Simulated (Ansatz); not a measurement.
Input and output of a self-consistent single point for BaIn₃Pt (I4mm, 5 atoms in the cell) (Ansatz, a first-principles code).

Computed with LDA (PW92), PAW files made with PBE (plane waves; Ansatz).

```yaml
crystal:
  lattice:
    - [-2.43916, 2.43916, 5.92728]
    - [2.43916, -2.43916, 5.92728]
    - [2.43916, 2.43916, -5.92728]
  atoms:
    - { symbol: Ba, position: [0.99738, 0.99738, 0.00000] }
    - { symbol: In, position: [0.73808, 0.23808, 0.50000] }
    - { symbol: In, position: [0.23808, 0.73808, 0.50000] }
    - { symbol: In, position: [0.39890, 0.39890, 0.00000] }
    - { symbol: Pt, position: [0.62757, 0.62757, 0.00000] }
```

Reference input (self-consistent single point, DFT, LDA (PW92), plane waves, PAW files made with PBE): basis.ecutwfc = 420 eV; kpoints.mp_grid.grid = 5 5 5; hamiltonian.xc = lda; hamiltonian.pseudopotentials = {kind: paw} (the program's default PAW files); scf.occupations.method = gaussian; scf.occupations.width = 0.05 eV. This run's input differs from it in these lines:

Ansatz 0.2 input:
```diff
@@ -14,3 +14,3 @@
 kpoints:
-  mp_grid: { grid: [5, 5, 5] }
+  mp_grid: { grid: [8, 8, 8] }
 hamiltonian:
```

The program printed (abridged):

```
SCF iter   1: F=—  HF=-34409.226572 eV  |F-HF|=—  |Δ(HF+E_count)|=         —  Δρ=1.64e-1  dr2=9.59e1  ethr=3.10e-3  ⟨swp⟩=12.9  Hψ=13407  notcnv=0  defer=4
all-band conjugate gradients solve this SCF's bands
preconditioner: auto → Kerker (q_TF=auto, 2.410 Å⁻¹)
SCF iter   2: F=—  HF=-34403.053481 eV  |F-HF|=—  |Δ(HF+E_count)|=    6.17e0  Δρ=8.24e-2  dr2=2.44e1  ethr=3.10e-3  ⟨swp⟩=3.4  Hψ=5485  notcnv=0  defer=104
   [... lines left out ...]
SCF iter   7: F=—  HF=-34400.360677 eV  |F-HF|=—  |Δ(HF+E_count)|=   8.65e-4  Δρ=1.72e-4  dr2=7.10e-5  ethr=5.97e-6  ⟨swp⟩=2.0  Hψ=2916  notcnv=0  defer=119
SCF iter   8: F=—  HF=-34400.360559 eV  |F-HF|=—  |Δ(HF+E_count)|=   1.19e-4  Δρ=6.21e-5  dr2=1.49e-5  ethr=1.06e-7  ⟨swp⟩=2.0  Hψ=4182  notcnv=0  defer=119
SCF iter   9: F=—  HF=-34400.360555 eV  |F-HF|=—  |Δ(HF+E_count)|=   4.16e-6  Δρ=1.32e-5  dr2=4.75e-7  ethr=2.22e-8  ⟨swp⟩=2.0  Hψ=2975  notcnv=0  defer=119
SCF iter  10: F=-34400.360554 eV  HF=-34400.360554 eV  |F-HF|=2.01e-8  |Δ(HF+E_count)|=   4.46e-8  Δρ=4.15e-6  dr2=4.95e-8  ethr=1.49e-10  ⟨swp⟩=13.7  Hψ=12995  notcnv=0
SCF 1 converged in 10 iterations: F = -34400.360554 eV  dr2 = 4.95e-8
Free energy (F): -34400.360554 eV
Internal energy: -34400.355816 eV  (E = F + TS)
E sigma→0 (E₀):  -34400.358185 eV
Entropy (-TS):   -0.004738 eV (-0.948 meV/atom)
Fermi energy:    10.200671 eV
--- Forces (eV/Å), atoms counted from 1 ---
  atom   1  Ba    -0.00000000    -0.00000000     0.05950882
  atom   2  In     0.00000000    -0.00000000    -0.18761466
  atom   3  In    -0.00000000     0.00000000    -0.18761466
  atom   4  In    -0.00000000     0.00000000     0.17508302
  atom   5  Pt    -0.00000000     0.00000000     0.14067961
--- Stress (GPa, compression-positive) ---
       -5.599997       0.000000      -0.000000
        0.000000      -5.599997       0.000000
       -0.000000       0.000000      -6.213593
  P = ⅓ Tr σ = -5.8045 GPa (-58.045 kbar)
  The stress holds the Pulay correction. Without it, at fixed plane waves, as pw.x and ABINIT print it: P = -5.8231 GPa
```

The run converged in 10 iterations. Against the reference run the free energy falls by 6.0 meV/atom, the pressure hardly changes (-5.88 to -5.80 GPa) and the largest force goes from 0.160 to 0.188 eV/Å.

The starting cell comes from a database of computed structures (which also holds hypothetical and non-ambient phases and stackings), without a prior relaxation at this level. Its lattice was rescaled by a random factor within 2.5 % of one. Spin polarisation is off. With a pressure of about -6 GPa the cell is away from its equilibrium volume at this level. Ansatz's pressure includes its estimate of the finite-basis (Pulay) stress.
